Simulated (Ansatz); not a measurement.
Take Cu$_{3}$N (space group Pm-3m, No. 221; a = 3.765 Å) as the base. Axes: x, y, z lie along the cube axes.

Method: Kohn–Sham DFT with the PBEsol functional, run in Ansatz (a quantum-chemistry and plane-wave program) with PAW and 420 eV plane waves, no SOC.

For the base:

The volume per atom is 13.34 Å³ and the pressure is 0.0 GPa.

Now apply this change: biaxial strain −0.60 %, plane normal [001], relaxed out of plane (Cartesian); in-plane vectors clamped, the third vector and the atoms free.

### Question
What happens to the volume per atom, energy relative to the base and pressure?

### Answer
The volume per atom decreases by 0.12 Å³ to 13.22 Å³; the energy rises by 1.0 meV/atom; the pressure (mean of the normal stresses, compression positive) goes from zero to 1.3 GPa.

No phonon test of stability was made. The final runs are not spin-polarised. Gaps under 0.05 eV, about the width of the smearing, are given as zero.
